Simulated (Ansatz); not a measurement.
**hypothetical ReO3 type ScCl3 with two functionals, pressure 3 GPa**

Take ScCl3 in the ReO3 type structure (space group Pm-3m, No. 221; a = 4.9868 Å; a hypothetical phase, not in the database extracts checked) as the base.

(Cell as relaxed with PBE.)

Levels (all Ansatz, a quantum-chemistry and plane-wave program, PAW): PBE (420 eV, scalar-relativistic without spin-orbit coupling); r2SCAN (500 eV, no spin-orbit coupling).

Each level relaxes its own structure.

| base | PBE | r2SCAN |
|---|---|---|
| volume per atom | 31.00 Å³ | 30.56 Å³ |
| lattice parameter a | 498.7 pm | 496.3 pm |
| band gap | 2.64 eV | 3.05 eV |

The change: a hydrostatic pressure of 3 GPa.

| quantity | PBE | r2SCAN |
|---|---|---|
| band gap | 2.70 eV | ? |
| gap character | indirect, R → Γ | ? |
| shift of the gap caused by the change | +0.06 eV | ? |
| lattice parameter a | 488.5 pm | ? |
| smallest direct gap | 3.28 eV | ? |

**Question.** Given the PBE results, estimate those of r2SCAN.

**Answer.** 
- band gap, r2SCAN: 3.12 eV
- gap character, r2SCAN: indirect, R → Γ
- shift of the gap caused by the change, r2SCAN: +0.06 eV
- lattice parameter a, r2SCAN: 486.9 pm
- smallest direct gap, r2SCAN: 3.74 eV

PBE's band gap lies 0.42 eV below r2SCAN's; PBE's lattice parameter a lies 1.53 pm above r2SCAN's (0.3 %); PBE's smallest direct gap lies 0.46 eV below r2SCAN's; the two agree on the gap character and shift of the gap caused by the change. Neither level is exact; r2SCAN is the comparison here, not a measurement.

Load acts through the strain it causes; cell and atoms are relaxed under it. Stability against distortions was not tested. All final runs are without spin polarisation.
